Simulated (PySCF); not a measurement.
PySCF 2.14.0, WB97X/def2-tzvp, df: Ta(O)(F)(NH2)2 ([NH2][Ta]([NH2])(=[O])[F]), 9 atoms. The geometry is a generated start, not checked to be a minimum at this level.

task: energy
method: wb97x
basis: def2-tzvp
two-electron scheme: density fitting
mol.max_memory: 3000 MB
mf.max_cycle: 100
mf.conv_tol: 1e-09 (default)
mf.grids.level: 3 (default)
effective core potentials: those of the basis set, past Kr
basis functions: 188
grid points: 119392

```xyz
9

Ta     0.5418     0.1565     0.3704
O      2.0858    -0.2983    -0.2158
F      0.5962     1.0672     2.0317
N     -0.2330     1.3311    -1.0253
H     -1.1385     1.7911    -0.9835
H      0.1954     1.5936    -1.9077
N     -0.4716    -1.5383     0.5538
H     -0.1279    -2.4730     0.3590
H     -1.4484    -1.6298     0.8173
```

Charge 0 and multiplicity 1 are set for this test and not shown to be the ground state.

With the defaults (mf.DIIS = CDIIS, mf.diis = true, mf.damp = 0, mf.diis_start_cycle = 1, mf.diis_damp = 0, mf.level_shift = 0, mf.diis_space = 8, mf.init_guess = minao) it converges in 14 Fock builds. One run each on 2 threads, 1 BLAS thread, with these changes:
- mf.diis_space = 20
- mf.diis = false
- mf.diis_damp = 0.3
- mf.init_guess = mod_huckel
- mf.diis_space = 5
- mf.DIIS = EDIIS
- mf.DIIS = ADIIS
- mf.damp = 0.3, mf.diis_start_cycle = 4
- mf.level_shift = 1 Hartree

Which of these changes keep the SCF from converging, or lead it to another solution?

No convergence: mf.DIIS = EDIIS; mf.diis = false (the run ends without SCF convergence in 100 cycles). The rest reach the solution of the defaults.

```csv
setting,Fock builds,end
the defaults,14,same solution
mf.diis_damp = 0.3,14,same solution
mf.diis_space = 5,14,same solution
mf.diis_space = 20,14,same solution
mf.init_guess = mod_huckel,16,same solution
"mf.damp = 0.3, mf.diis_start_cycle = 4",17,same solution
mf.DIIS = ADIIS,18,same solution
mf.level_shift = 1 Hartree,26,same solution
mf.DIIS = EDIIS,101,no convergence
mf.diis = false,101,no convergence
```
